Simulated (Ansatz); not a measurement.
## AlRu, pressure series

The parent structure is AlRu in the CsCl type structure (space group Pm-3m, No. 221).

```
CELL_PARAMETERS angstrom
      2.98252     0.00000     0.00000
      0.00000     2.98252     0.00000
      0.00000     0.00000     2.98252
ATOMIC_POSITIONS crystal
  Al 0.50000 0.50000 0.50000
  Ru 0.00000 0.00000 0.00000
```

Cell and atoms are relaxed at each pressure.

The values are results of Ansatz (a first-principles code), r2SCAN, PAW, cutoff 500 eV, without spin-orbit coupling, not measurements.

```csv
pressure (GPa),volume per atom (Å³/atom)
-1,13.326
0,13.265
0.9,13.212
2.1,?
4.5,13.010
9,12.777
15,12.497
22.5,12.187
30,11.912
```

### Question
Fit the third-order Birch–Murnaghan form P(V) = (3B₀/2)[(V₀/V)^(7/3) − (V₀/V)^(5/3)]·[1 + (3/4)(B₀′ − 4)((V₀/V)^(2/3) − 1)] (squares taken in P) to the rows shown and predict the withheld row.

### Answer
Least squares on the printed values gives V₀ = 13.265 Å³/atom, B₀ = 221 GPa, B₀′ = 4.3; this predicts 13.143 Å³/atom, and the run gives 13.143 Å³/atom, in agreement.

Load acts through the strain it causes; cell and atoms are relaxed under it. Stability against distortions was not tested. No other phases were tried under pressure. All final runs are without spin polarisation.
